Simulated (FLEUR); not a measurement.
Input and output of a self-consistent single point for Au (Fm-3m, 1 atom in the cell) (FLEUR).

Method: PBEsol, all-electron FLAPW (FLEUR), scalar-relativistic valence.

The change in words: lattice scaled by 0.98; kpt_div: 10 10 10 → 16 16 16. Reference geometry:
```yaml
crystal:
  lattice:
    - [0.00000, 2.03388, 2.03388]
    - [2.03388, 0.00000, 2.03388]
    - [2.03388, 2.03388, 0.00000]
  atoms:
    - { symbol: Au, position: [0.00000, 0.00000, 0.00000] }
```

Reference input (self-consistent single point, DFT, PBEsol, all-electron FLAPW (FLEUR), scalar-relativistic valence): Kmax = 4 1/bohr; GmaxXC = 16 1/bohr; xcFunctional = PBEs; jspins = 1; l_soc = F; mode = hist; fermiSmearingEnergy = 0.00367493 Htr; mesh (inpgen div1-3) = 10 10 10; inpgen gamma flag = true; Gmax = 16 1/bohr; numbands = 0; maxIterBroyd = 15. This run's input differs from it in these lines:

```diff
@@ -3,6 +3,6 @@
 &input film=f /
--0.0000000000 0.7071067812 0.7071067812
-0.7071067812 -0.0000000000 0.7071067812
-0.7071067812 0.7071067812 -0.0000000000
-5.4354961268
+0.0000000000 0.7071067812 0.7071067812
+0.7071067812 0.0000000000 0.7071067812
+0.7071067812 0.7071067812 0.0000000000
+5.3267851352
 1.0 1.0 1.0
@@ -14,3 +14,3 @@
 &exco xctyp='PBEs' /
-&kpt div1=10 div2=10 div3=10 gamma=t /
+&kpt div1=16 div2=16 div3=16 gamma=t /
 &end /
@@ -43,5 +43,5 @@
          <bravaisMatrix>
-            <row-1>    0.0000000000000000     3.8434761704466154     3.8434761704466154</row-1>
-            <row-2>    3.8434761704466154     0.0000000000000000     3.8434761704466154</row-2>
-            <row-3>    3.8434761704466154     3.8434761704466154     0.0000000000000000</row-3>
+            <row-1>    0.0000000000000000     3.7666058910952787     3.7666058910952787</row-1>
+            <row-2>    3.7666058910952787     0.0000000000000000     3.7666058910952787</row-2>
+            <row-3>    3.7666058910952787     3.7666058910952787     0.0000000000000000</row-3>
          </bravaisMatrix>
```

Output, abridged:

```
 Iteration:     1   Distance:      17.05861715 me/bohr^3
 Iteration:     2   Distance:      15.27268707 me/bohr^3
 Iteration:     3   Distance:       6.63803856 me/bohr^3
 Iteration:     4   Distance:       2.09843772 me/bohr^3
 Iteration:     5   Distance:       1.86586113 me/bohr^3
   [... 4 lines left out ...]
 Iteration:    10   Distance:       0.00085762 me/bohr^3
 Iteration:    11   Distance:       0.00004481 me/bohr^3
 Iteration:    12   Distance:       0.00002297 me/bohr^3
 Iteration:    13   Distance:       0.00000145 me/bohr^3
 Run finished successfully
 Stop message:
   Structural relaxation: Done

[file out, last iteration]
             iter=     14
[...]
          total density-effective poten   -3.3580649104E+04
          total charge density-energy d   -3.6026229612E+02
 Updated energy parameters for spin:           1
[...]
 fermi energy and band-weighting factors:

[...]
FERMIE:
          first approx. to ef    (T=0)  :   0.480155 htr   (energy of the highest occ. eigenvalue)
          number of occ. states  (T=0)  :       1242
          first approx. to seigv (T=0)  :  -6.326746 htr
          sum of weights of occ. states :   8.505615
          sum of semicore charge        :   0.000000 e
FERHIS:  Fermi-Energy by histogram:
          bandgap                     :   0.000276 htr
   [... lines left out ...]
          charge neutrality (T=0)     :   0.011230    (zero if the highest occ. eigenvalue is "entirely" occupied)
     EF_NEWTON:  Adjust Fermi-Energy by Newton-Method.
 Direct bandgap for spin            1 :    7.8963255464305993E-002  Htr
   [... lines left out ...]
 ---->    (input%tkb*entropy) TS=              0.0003484775 htr
 ---->    free energy=                    -19042.6643954891 htr
      extrapolation for T->0
 ---->    total electron energy=          -19042.6642212503 htr
 ***** TOTAL FORCES ON ATOMS *****
 TOTAL FORCE FOR ATOM TYPE=  1  X=  0.000   Y=  0.000   Z=  0.000
                       FX_TOT= 0.000000 FY_TOT= 0.000000 FZ_TOT= 0.000000
 Structural relaxation: Done
```

The run converged in 13 iterations. FLEUR gives forces in its relaxation mode, with a further iteration, so its stop message speaks of a relaxation. Against the reference run the free energy goes up by 30.1 meV/atom.

The starting cell has typed, rounded lattice constants, without a prior relaxation at this level. Its lattice was rescaled by up to half a per cent. For this run, on top of that: lattice scaled by 0.98. Spin-orbit coupling is off. Values depend on the basis (sphere radii, cutoffs, local orbitals), which need not be converged. The log's line on a gap gives a spacing of levels on this mesh, which the program prints for metals too.
